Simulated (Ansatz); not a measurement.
A self-consistent single point of Mg5Sc (Amm2, 6 atoms in the cell) with Ansatz (a quantum-chemistry and plane-wave program).

Method: PBEsol, default PAW files made with PBE (plane waves; Ansatz).

```xyz
6
Lattice="5.1617 0.0000 0.0000 0.0000 1.6419 8.1266 0.0000 -1.6419 8.1266" Properties=species:S:1:pos:R:3 pbc="T T T"
Mg     0.0000     0.0000     0.0899
Mg     0.0000     0.0000    10.9098
Mg     0.0000     0.0000     5.4435
Mg     2.5808     0.0000     8.9812
Mg     2.5808     0.0000    14.4075
Sc     2.5808     0.0000     3.5101
```

Reference input (self-consistent single point, DFT, PBEsol, plane waves, default PAW files made with PBE): kpoints.mp_grid.grid = 5 8 8; hamiltonian.xc = pbesol; hamiltonian.pseudopotentials = {kind: paw} (the program's default PAW files); scf.occupations.method = cold; scf.occupations.width = 0.02 Ry. This run's input differs from it in these lines:

Ansatz 0.2 input:
```diff
@@ -14,3 +14,3 @@
 kpoints:
-  mp_grid: { grid: [5, 8, 8] }
+  mp_grid: { grid: [4, 6, 6] }
 hamiltonian:
```

The program printed (abridged):

```
SCF iter   1: F=—  HF=-11671.548599 eV  |F-HF|=—  |Δ(HF+E_count)|=         —  Δρ=3.68e-3  dr2=2.78e-2  ethr=1.77e-3  ⟨swp⟩=5.6  Hψ=4980  notcnv=0
all-band conjugate gradients solve this SCF's bands
preconditioner: auto → Kerker (q_TF=auto, 2.382 Å⁻¹)
SCF iter   2: F=—  HF=-11671.541712 eV  |F-HF|=—  |Δ(HF+E_count)|=   6.89e-3  S|Δr|=    0.00e0  Δρ=1.93e-3  dr2=1.09e-2  ethr=4.55e-5  ⟨swp⟩=1.9  Hψ=2008  notcnv=0
   [... lines left out ...]
SCF iter   5: F=—  HF=-11671.538979 eV  |F-HF|=—  |Δ(HF+E_count)|=   2.27e-5  S|Δr|=    0.00e0  Δρ=2.85e-5  dr2=2.26e-6  ethr=3.40e-8  ⟨swp⟩=2.0  Hψ=1842  notcnv=0
SCF iter   6: F=—  HF=-11671.538978 eV  |F-HF|=—  |Δ(HF+E_count)|=   6.00e-7  S|Δr|=    0.00e0  Δρ=5.99e-6  dr2=1.01e-7  ethr=3.70e-9  ⟨swp⟩=2.0  Hψ=1700  notcnv=0
SCF iter   7: F=-11671.538978 eV  HF=-11671.538978 eV  |F-HF|=4.08e-9  |Δ(HF+E_count)|=   2.65e-8  S|Δr|=    0.00e0  Δρ=1.70e-6  dr2=6.66e-9  ethr=1.64e-10  ⟨swp⟩=5.7  Hψ=5233  notcnv=0
SCF 1 converged in 7 iterations: F = -11671.538978 eV  dr2 = 6.66e-9
Stability not checked (fill_not_monotonic)
Free energy (F): -11671.538978 eV
Internal energy: -11671.547142 eV  (E = F + TS)
E sigma→0 (E₀):  -11671.541700 eV
Entropy (-TS):   0.008164 eV (1.361 meV/atom)
Fermi energy:    6.242118 eV
--- Forces (eV/Å), atoms counted from 1 ---
  atom   1  Mg     0.00000000     0.00000000     0.03900134
  atom   2  Mg     0.00000000     0.00000000    -0.02604173
  atom   3  Mg     0.00000000     0.00000000    -0.00581723
  atom   4  Mg     0.00000000     0.00000000     0.07538612
  atom   5  Mg     0.00000000     0.00000000    -0.11113075
  atom   6  Sc     0.00000000     0.00000000     0.02860001
--- Stress (GPa, compression-positive) ---
        0.123507       0.000000       0.000000
        0.000000      -0.062809       0.000000
        0.000000       0.000000      -1.006416
  P = ⅓ Tr σ = -0.3152 GPa (-3.152 kbar)
  The stress holds the Pulay correction. Without it, at fixed plane waves, as pw.x and ABINIT print it: P = -0.3192 GPa
```

The run converged in 7 iterations. Against the reference run the free energy goes up by 11.5 meV/atom, the pressure stays near -0.32 GPa while the zz stress (positive for compression) goes from -0.42 to -1.01 GPa and the largest force goes from 0.081 to 0.111 eV/Å.

The starting cell comes from a database of computed structures (which also holds hypothetical and non-ambient phases and stackings), without a prior relaxation at this level. Ansatz's pressure includes its estimate of the finite-basis (Pulay) stress.
